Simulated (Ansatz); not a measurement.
Here is the system:

```
HfO2
1.0
    3.55150     0.00000     0.00000
    1.77575     3.07569     0.00000
    1.77575    -1.02523     2.92707
Hf O
1 2
Direct
  0.00000   0.00000   0.00000
  0.50097   0.24952   0.74855
  0.49903   0.75048   0.25145
```

No spin polarisation.

The values are results of Kohn–Sham DFT with the PBEsol functional, run in Ansatz (an electronic-structure program) with PAW and 420 eV plane waves, no spin-orbit coupling, not measurements. Settings: 11×11×11 k-points, 0.05 eV Fermi–Dirac smearing.

Q: Predict the in-plane stress and gap character.

A: 
- Mean in-plane stress (compression positive) = +1.3 GPa
- Gap character = direct at F

Spin-orbit coupling, missing from the scalar runs, can matter with Hf. The cells carry an imposed strain or load. Stability against distortions was not tested. The cell was made from HfO₂ in the fluorite structure (space group Fm-3m, No. 225) by this change: biaxial strain −0.42 %, plane normal [111], relaxed out of plane. This is not the structure that HfO2 has at room temperature and ambient pressure.
